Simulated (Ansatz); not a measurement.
**HgTe (model structure, started from the WC type, P-6m2, No. 187, 2 atoms in the cell): lattice parameter a by level of theory**

No measured value is used here.

```
level (code)         value (Å)
-------------------  ---------
PBE (Ansatz)             4.220
PBEsol (Ansatz)          4.038
PBE-D3(BJ) (Ansatz)      4.036
r²SCAN (Ansatz)          4.172
```

Density-functional levels without +SOC have no spin–orbit coupling. Ansatz's density-functional and Hartree–Fock values are scalar-relativistic unless marked +SOC, with PAW data made under PBE.

A model structure was made by putting elements into a prototype or built by hand; it is no filed structure, need not be a known phase, and can be a saddle point held by its symmetry.

Ansatz is a quantum-chemistry and plane-wave program.
